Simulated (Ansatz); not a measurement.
The parent structure is CuI in the zinc blende structure (space group F-43m, No. 216; a = 5.939 Å).

The change: cell and atoms relaxed at a pressure of 22.5 GPa.

Levels (all Ansatz, a program for electronic structure, PAW): PBEsol (420 eV, without spin-orbit coupling); r2SCAN (500 eV, without spin-orbit coupling).

The geometry is relaxed with PBEsol.

PBEsol gap character: indirect, Γ → X
PBEsol hole mass: 0.21, 0.39, 0.39 mₑ (at Γ)
PBEsol lowest conduction level above the VBM at special points: X 1.88 eV; Γ 1.99 eV; L 2.29 eV; U 2.49 eV

Question: Predict the gap character, hole mass and lowest conduction level above the VBM at special points from r2SCAN.

Answer: The gap character is still indirect, Γ → X; the hole mass (degenerate bands, along [100]) goes from 0.21, 0.39, 0.39 mₑ (at Γ) to 0.26, 0.39, 0.39 mₑ (at Γ); the lowest conduction level above the VBM at special points becomes X 2.24 eV; Γ 2.71 eV; L 2.79 eV; U 2.86 eV (PBEsol: X 1.88 eV; Γ 1.99 eV; L 2.29 eV; U 2.49 eV).

Single points use the geometry relaxed with PBEsol. Their cutoffs differ, which shifts pressures a little. With I present, leaving out spin-orbit coupling can change the band edges. Load acts through the strain it causes; cell and atoms are relaxed under it. Effective masses come from finite differences of ±0.01 Å⁻¹. Whether these cells are dynamically stable was not tested. Tetrahedral semiconductors of this kind turn to denser phases somewhere between about 1 and 50 GPa; those were not computed, so compressed cells here can lie past the real transition. The final runs are not spin-polarised.
